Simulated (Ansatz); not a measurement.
Base system: Sn in the diamond structure (space group Fd-3m, No. 227; relaxed with 0.1 eV smearing).

```
CELL_PARAMETERS angstrom
      0.00000     3.27046     3.27046
      3.27046     0.00000     3.27046
      3.27046     3.27046     0.00000
ATOMIC_POSITIONS crystal
  Sn 0.25000 0.25000 0.25000
  Sn 0.00000 0.00000 0.00000
```

Cartesian axes are those of the cell as printed.

Method: Kohn–Sham DFT with the PBEsol functional, run in Ansatz (a program for electronic structure) with PAW and 420 eV plane waves, without spin-orbit coupling.

Perturbation: the cell is compressed by 1.06 % along x with no lateral relaxation; the atoms relax in the strained cell.

Question: Predict the stress tensor and what it implies for the stiffness.

Answer: Stress of the strained cell less that of the base (GPa, compression positive):
```
    0.7     0.0     0.0
    0.0     0.3     0.0
    0.0     0.0     0.3
```

Then −Δσ_ii/ε with ε = -0.0106 gives relaxed-ion elastic constants: C11 ≈ 63 GPa, C12 ≈ 33 GPa and C13 ≈ 33 GPa.

Whether these cells are dynamically stable was not tested.
